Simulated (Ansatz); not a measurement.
**MgF2 in the rutile structure (space group P4_2/mnm, No. 136)**

```cif
data_F4Mg2
_chemical_formula_sum 'Mg2 F4'
_space_group_name_H-M_alt 'P 1'
_space_group_IT_number 1
_cell_length_a 4.69838
_cell_length_b 4.69838
_cell_length_c 3.09284
_cell_angle_alpha 90.000
_cell_angle_beta 90.000
_cell_angle_gamma 90.000
loop_
_space_group_symop_operation_xyz
  'x, y, z'
loop_
_atom_site_label
_atom_site_type_symbol
_atom_site_fract_x
_atom_site_fract_y
_atom_site_fract_z
_atom_site_occupancy
Mg1 Mg 0.00000 0.00000 0.00000 1
Mg2 Mg 0.50000 0.50000 0.50000 1
F1 F 0.30358 0.30358 0.00000 1
F2 F 0.80358 0.19642 0.50000 1
F3 F 0.19642 0.80358 0.50000 1
F4 F 0.69642 0.69642 0.00000 1
```

Level of theory: plane-wave PAW DFT at the PBE level (Ansatz, a first-principles code, 420 eV), no spin-orbit coupling. Γ-centred 7×7×11 mesh, Fermi–Dirac width 0.05 eV.

- Volume per atom = 11.38 Å³
- Density = 3.03 g/cm³
- Band gap = 6.83 eV, direct at Γ
- Lowest conduction-band minima above the VBM = Γ 6.83 eV
- Total energy = -1181.852 eV/atom (σ→0; compares only within this code and set-up)

Whether these cells are dynamically stable was not tested.
